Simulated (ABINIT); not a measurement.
# Quick settings and what they miss: Rh (Fm-3m, 1 atom in the cell)

Self-consistent single point.

```xyz
1
Lattice="0.0000 1.8840 1.8840 1.8840 0.0000 1.8840 1.8840 1.8840 0.0000" Properties=species:S:1:pos:R:3 pbc="T T T"
Rh     0.0000     0.0000     0.0000
```

Method: PBE, norm-conserving pseudopotentials (PseudoDojo nc-sr-05 PBE standard) (plane waves; ABINIT).

Base settings: pseudos = [Rh.upf]; ecut = 44 Ha; ixc = 11; occopt = 3; tsmear = 0.00499791 Ha; ngkpt = 12 12 12; nshiftk = 1; shiftk = 0 0 0; potentials = PseudoDojo nc-sr-05 PBE standard; nband = 14; kptopt = 1; nstep = 100.

Tight run (finer mesh or higher cutoff; not a proven limit): ecut: 44 Ha → 62 Ha; ngkpt: 12 12 12 → 17 17 17; tolvrs: 1e-12 → default; toldfe: default → 3.7e-11 Ha. It gave Fermi level (on the code's own zero) 17.03 eV; pressure 15.52 GPa.

Quick runs, as changes from the base:
- A: the base itself
- B: ecut: 44 Ha → 22 Ha; ngkpt: 12 12 12 → 8 8 8; shiftk: 0 0 0 → 0.5 0.5 0.5; tolvrs: 1e-12 → default; toldfe: default → 3.7e-05 Ha
- C: ecut: 44 Ha → 31 Ha; ngkpt: 12 12 12 → 8 8 8
- D: ecut: 44 Ha → 35 Ha; ngkpt: 12 12 12 → 6 6 6

The count of work is k-points × plane waves × bands × iterations; it is no time. 

The starting cell comes from a database of computed structures (which also holds hypothetical and non-ambient phases and stackings), without a prior relaxation at this level. Its lattice was rescaled by a random factor within 2.5 % of one. Spin polarisation is off. In the base run, with a pressure of about 15 GPa the cell is away from its equilibrium volume at this level.

```tsv
run	pressure less tight (GPa)	count of work / tight
A	-0.23	0.26
B	-168.33	0.049
C	-23.56	0.062
D	-6.01	0.041
```
